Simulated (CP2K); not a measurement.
Band structure of LaS (Fm-3m, 2 atoms in the cell).

```yaml
crystal:
  lattice:
    - [4.16005, 0.00000, 0.00000]
    - [2.08003, 3.60271, 0.00000]
    - [2.08003, 1.20090, 3.39667]
  atoms:
    - { symbol: La, position: [0.00000, 0.00000, 0.00000] }
    - { symbol: S, position: [0.50000, 0.50000, 0.50000] }
```

Computed with PBEsol, GPW, DZVP-MOLOPT-SR-GTH basis, GTH-PBE potentials (GTH_POTENTIALS) (CP2K 2026.2).

Settings: CUTOFF = 500 Ry; REL_CUTOFF = 40 Ry; SMEAR/METHOD = FERMI_DIRAC; ELECTRONIC_TEMPERATURE = 1160.45 K; KPOINTS/SCHEME = MONKHORST-PACK 7 7 7; XC_FUNCTIONAL = PBE:PBESOL; La/BASIS_SET = DZVP-MOLOPT-SR-GTH; La/POTENTIAL = GTH-PBE-q11; S/BASIS_SET = DZVP-MOLOPT-SR-GTH; S/POTENTIAL = GTH-PBE-q6; METHOD = GPW; EPS_DEFAULT = 1e-10; EXTRAPOLATION = USE_GUESS; NGRIDS = 5.

The starting cell comes from a database of computed structures (which also holds hypothetical and non-ambient phases and stackings), without a prior relaxation at this level. Values carry the incompleteness of an atom-centred basis. The potentials were made for another functional than the one used.

Levels in eV from the Fermi level, bands 6 to 11:
| point | 6 | 7 | 8 | 9 | 10 | 11 |
|---|---|---|---|---|---|---|
| Γ | -3.31 | -3.31 | -3.31 | -0.06 | -0.06 | -0.06 |
| X | -3.86 | -3.41 | -3.41 | -2.13 | 2.20 | 3.51 |
| W | -4.85 | -3.93 | -3.93 | 0.53 | 0.53 | 3.11 |
| K | -4.59 | -4.15 | -3.95 | -0.63 | 2.44 | 2.97 |
| L | -5.93 | -4.88 | -4.88 | 2.02 | 2.64 | 2.94 |
| U | -4.59 | -4.15 | -3.95 | -0.63 | 2.44 | 2.97 |

Bands cross the Fermi level along this path, so the cell is metallic at this level.

Higher empty bands are left out: an atom-centred basis made for the valence describes them poorly.
